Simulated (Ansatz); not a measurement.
BeSe: energy against strain

BeSe (zinc blende, F-43m, 16.865 Å³/atom at rest) under an equal strain ε in the (001) plane with the normal axis free, as in a coherent film. PBEsol in Ansatz, a plane-wave DFT program (PAW, default set), 420 eV, 11×11×11 Γ-centred mesh, Fermi-Dirac smearing 0.05 eV; ions are relaxed within the symmetry of each cell.

Here s stands for strain and y for E less E0.

| strain (%) | E less E0 (meV/atom) |
|---|---|
| -1.50 | 3.46 |
| -1.00 | 1.52 |
| -0.50 | 0.37 |
| 0.00 | 0.00 |
| 0.50 | 0.37 |
| 1.00 | 1.45 |
| 1.50 | 3.23 |
| 3.00 | ? |

### Question
Fit y against s with a parabola, and predict the withheld value at s = 3.00.

### Answer
Least squares gives y = -0.001 - 0.0593·s + 1.4871·s². Residuals (row less fit): 0.026, -0.025, -0.030, 0.001, 0.029, 0.023, -0.026; standard error 0.033 (degrees of freedom: 4). Twice the quadratic coefficient over the volume, 2 × 1.4871 meV × 10⁴ × 0.1602 / 16.865 Å³, is twice the biaxial elastic modulus of this plane = 283 ± 3 GPa. At the withheld row, y = -0.001 - 0.0593 × 3.0 + 1.4871 × 3.0² = 13.205 meV/atom. The calculation gives 12.46 meV/atom, 0.745 meV/atom below the prediction (6.0 % of the range of y in the table). The row lies outside the fitted rows, so this is an extrapolation. From the scatter of the fitted rows alone, a prediction at this place has a standard error of 0.125 meV/atom, so the miss is 6.0 times that.

One order more, fitted to all 13 runs of the series, follows each within 0.01, so the miss is the next term of a smooth law. Rows are the converged runs of the series near zero and its far end; series whose fitted rows scatter by over a few per cent of the range, as at a crossing or softening among them, aren't shown in this form. Most that stay on the fit to the last digits aren't either.
